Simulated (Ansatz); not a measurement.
A 16-atom cell of (Zr,Nb)C started in the rock salt structure, site fractions Zr 0.500, Nb 0.500, short-range order -0.17 in the first shell of the mixed sites (0 is random, a negative value favours unlike neighbours), space group Imma at the end, an ordered arrangement that its symmetry holds. The mixed sublattice has 8 sites.

The mixing enthalpy is taken against the end members in the rock salt type (which need not be the stable form of NbC), relaxed in the same cell and mesh.

Method: PBE (plane waves to 420 eV, PAW; Ansatz, a program for electronic structure). No spin–orbit coupling; the runs are not spin-polarised. Its k-point mesh 5×5×5, Fermi–Dirac width 0.05 eV.

```
cell    energy at zero smearing (eV)
------  ----------------------------
ZrC                       -35491.949
NbC                       -38434.613
NbZrC2                    -36963.369
```

Work out the mixing enthalpy per mixed site and the interaction parameter Ω of a regular solution.

With x = 4/8 of the second end member, ΔH = [-36963.369 − 4/8 × (-35491.949) − 4/8 × (-38434.613)] / 8 = -11 meV against the separate end members. Ω = ΔH / x(1 − x) = -44 meV.
